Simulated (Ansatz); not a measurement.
System: TiRh₃ (model structure, started from the D022 type, I4/mmm, No. 139, 4 atoms in the cell). Method: r²SCAN (Ansatz, a program for electronic structure, PAW).

Run with plane-wave cutoff 560 eV, 20×20×20 k mesh, Fermi–Dirac smearing 0.05 eV, no spin polarisation, scalar-relativistic PAW data made under PBE.

Cell (relaxed at this level):

```cif
data_Rh3Ti
_chemical_formula_sum 'Rh3 Ti1'
_space_group_name_H-M_alt 'P 1'
_space_group_IT_number 1
_cell_length_a 4.66816
_cell_length_b 4.66816
_cell_length_c 4.66816
_cell_angle_alpha 131.310
_cell_angle_beta 131.310
_cell_angle_gamma 71.321
loop_
_space_group_symop_operation_xyz
  'x, y, z'
loop_
_atom_site_label
_atom_site_type_symbol
_atom_site_fract_x
_atom_site_fract_y
_atom_site_fract_z
_atom_site_occupancy
Rh1 Rh 0.50000 0.50000 0.00000 1
Rh2 Rh 0.75000 0.25000 0.50000 1
Rh3 Rh 0.25000 0.75000 0.50000 1
Ti1 Ti 0.00000 0.00000 0.00000 1
```

### Question
What does this level give for the bulk modulus?

### Answer

- bulk modulus: 245 GPa

Note: the run has no spin polarisation, so it can have missed a magnetic state; the bulk modulus is −V dP/dV from two relaxed cells at ±2 % in volume; the relaxation could raise the start's symmetry but not lower it, so the cell can be a saddle point.

The computed numbers hold no vibrational or temperature effects.

The result took very roughly 23 core-minutes.

A model structure was made by putting elements into a prototype or built by hand; it is no filed structure, need not be a known phase, and can be a saddle point held by its symmetry.
